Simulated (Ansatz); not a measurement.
**A computed series for Al2Cu: response to strain**

Start from Al$_{2}$Cu (space group I4/mcm, No. 140; a = 6.006 Å, c = 4.790 Å). Axes: x, y, z lie along a, b, c of the conventional cell.

Strains are applied to the cell and any free atomic positions relax; under biaxial strain the out-of-plane vector relaxes too; under stress the whole cell relaxes.

Method: r2SCAN, PAW, 500 eV (Ansatz, a quantum-chemistry and plane-wave program; no spin-orbit coupling).

Notes on the quantities. pressure: mean of the normal stresses, compression positive; energy relative to the base: free energy F.

| change | pressure | energy relative to the base | volume per atom |
|---|---|---|---|
| base | 0.0 GPa | 0 meV/atom | 14.40 Å³ |
| biaxial strain −1.52 %, plane normal [001], relaxed out of plane | 1.9 GPa | +4.7 meV/atom | … |
| biaxial strain +1.79 %, plane normal [001], relaxed out of plane | -2.6 GPa | +6.5 meV/atom | 14.76 Å³ |
| isotropic strain +1.22 % | -3.8 GPa | +6.6 meV/atom | 14.93 Å³ |
| isotropic strain +5.89 % | -13.1 GPa | +130 meV/atom | 17.09 Å³ |
| uniaxial strain ε_yy = −0.84 % | 1.0 GPa | +0.6 meV/atom | 14.28 Å³ |
| uniaxial strain ε_zz = −2.70 % | 3.4 GPa | +7.3 meV/atom | 14.01 Å³ |
| uniaxial stress, 8 GPa compression along z | – | … | … |
| uniaxial stress, 0.5 GPa tension along x | – | +0.1 meV/atom | 14.42 Å³ |

Question: Some entries are withheld; estimate them.

Answer: 
- biaxial strain −1.52 %, plane normal [001], relaxed out of plane, volume per atom: 14.18 Å³
- uniaxial stress, 8 GPa compression along z, energy relative to the base: +12 meV/atom
- uniaxial stress, 8 GPa compression along z, volume per atom: 14.11 Å³

A biaxial case was relaxed in a doubled cell and then solved in the primitive one. Without a gap, meshes like the base's 12×12×12 leave anisotropic stresses uncertain by several tenths of a GPa, and small strain energies with them. Stability under load was not tested beyond the relaxation. All final runs are without spin polarisation.
